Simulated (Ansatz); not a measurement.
An Ansatz (an electronic-structure program) input (PBEsol (Ansatz), scalar-relativistic without spin-orbit coupling):

Ansatz 0.2 input:
```yaml
crystal:
  lattice:
    - [0, 2.815329789, 2.815329789]
    - [2.815329789, 0, 2.815329789]
    - [2.815329789, 2.815329789, 0]
  atoms:
    - { symbol: Ga, position: [0, 0, 0] }
    - { symbol: As, position: [0.25, 0.25, 0.25] }
basis: { ecutwfc: 420, ecutrho_ratio: 4, xc_grid: 2, fft_grid_basis: typed }
kpoints: { mp_grid: { grid: [10, 10, 10] } }
hamiltonian:
  xc: pbesol
  dispersion: none
  pseudopotentials: { kind: paw }
scf: { occupations: { method: fermi_dirac, width: 0.05 }, convergence: { dr2_threshold: 0.0000000002 } }
relax: { f_tol: 0.005, max_steps: 50 }
output: { forces: true, stress: true }
checkpoint: { write: state.ck, write_every: 1000 }
```

Problem. Which symmetry and how many k-points will the program report, and about how many plane waves at Γ?

Solution. Space group F-43m (ITA 216) with 24 operations, k-points 47 of 1000, and 893 plane waves at Γ.

Problem. And the final pressure?

Solution. 1.08 GPa (compression positive).

The cells carry an imposed strain or load. Stability against distortions was not tested. The cell was made from GaAs in the zinc blende structure (space group F-43m, No. 216) by this change: isotropic strain −0.50 %.
